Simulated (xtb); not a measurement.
xtb 6.7.1, GFN1-xTB: Fc1ccsc1-c1ccc2ccccc2c1, 25 atoms. The geometry is a generated start, not checked to be a minimum at this level.

```json
{
 "run_flags": "--grad",
 "method": "GFN1-xTB",
 "--acc": "1 (default)",
 "--etemp (K)": "300 (default)",
 "basis_functions": "88",
 "valence_electrons": "78"
}
```

```xyz
25

F     -2.5071    -2.2436     0.0118
C     -3.0748    -1.0313    -0.0810
C     -4.4819    -0.8955    -0.1519
C     -4.8511     0.4242    -0.2417
S     -3.4976     1.4643    -0.2386
C     -2.3667     0.1575    -0.1152
C     -0.9027     0.4068    -0.0631
C     -0.3548     1.6995    -0.1101
C      1.0289     1.9136    -0.0598
C      1.9177     0.8380     0.0398
C      3.3077     1.0346     0.0914
C      4.1772    -0.0522     0.1907
C      3.6680    -1.3461     0.2395
C      2.2886    -1.5547     0.1890
C      1.3992    -0.4714     0.0890
C      0.0037    -0.6649     0.0370
H     -5.1809    -1.7211    -0.1375
H     -5.8511     0.8308    -0.3093
H     -0.9871     2.5803    -0.1873
H      1.4026     2.9346    -0.0995
H      3.7229     2.0392     0.0544
H      5.2507     0.1126     0.2299
H      4.3428    -2.1946     0.3168
H      1.9103    -2.5739     0.2285
H     -0.3644    -1.6868     0.0770
```

One run each on 1 thread. Values of broydamp tried: 0.02, 0.05, 0.1, 0.2, 0.4 (default), 0.6, 0.8, 1.

Problem. How does the count of SCC iterations change with broydamp, and where is it least?

Solution. Fewest SCC iterations, within one of each other: 0.2 with 12, 0.4 (default) with 11, 0.6 with 12. The count rises to 18 at 0.02. All converge to one solution.

```csv
broydamp,SCC iterations,end
0.02,18,same solution
0.05,16,same solution
0.1,15,same solution
0.2,12,same solution
0.4 (default),11,same solution
0.6,12,same solution
0.8,13,same solution
1,14,same solution
```
